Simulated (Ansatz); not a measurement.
Consider CaB₂C₂ (space group I4/mcm, No. 140; a cell from a computed database, its experimental status unchecked).

```yaml
crystal:
  lattice:
    - [-2.67269, 2.67269, 3.69631]
    - [2.67269, -2.67269, 3.69631]
    - [2.67269, 2.67269, -3.69631]
  atoms:
    - { symbol: Ca, position: [0.75000, 0.75000, 0.00000] }
    - { symbol: Ca, position: [0.25000, 0.25000, 0.00000] }
    - { symbol: B, position: [0.36145, 0.86145, 0.22291] }
    - { symbol: B, position: [0.63855, 0.13855, 0.77709] }
    - { symbol: B, position: [0.86145, 0.63855, 0.50000] }
    - { symbol: B, position: [0.13855, 0.36145, 0.50000] }
    - { symbol: C, position: [0.65962, 0.84038, 0.50000] }
    - { symbol: C, position: [0.34038, 0.15962, 0.50000] }
    - { symbol: C, position: [0.84038, 0.34038, 0.18076] }
    - { symbol: C, position: [0.15962, 0.65962, 0.81924] }
```

Cartesian axes are those of the cell as printed.

The values are results of r2SCAN, PAW, 500 eV (Ansatz, a quantum-chemistry and plane-wave program; no SOC), earlier PAW set, not measurements.

For the base:

| Item | Value |
|---|---|
| Smallest direct gap | 1.03 eV |
| Gap character | indirect, Γ–X (57 % along) → Γ–M (86 % along) |
| Band gap | 0.68 eV |

The change: the cell is stretched by 2.54 % along z with no lateral relaxation; the atoms relax in the strained cell.

Problem. Estimate the effect on the smallest direct gap.

Solution. The smallest direct gap decreases by 0.06 eV, from 1.03 eV to 0.97 eV.

Problem. What does the calculation give for the gap character after the change?

Solution. The gap character remains indirect, Γ–X (57 % along) → Γ–M (86 % along).

Problem. Estimate the effect on the energy relative to the base.

Solution. The energy increases by 3.1 meV/atom.

Problem. Estimate the effect on the band gap.

Solution. The band gap grows by 0.035 eV (0.68 eV → 0.72 eV).

Problem. What happens to the stress?

Solution. The stress (xx, yy, zz, yz, xz, xy; compression positive) comes out as (-0.34, -0.34, -3.68, 0.00, 0.00, 0.00) GPa.

Stability against distortions was not tested.
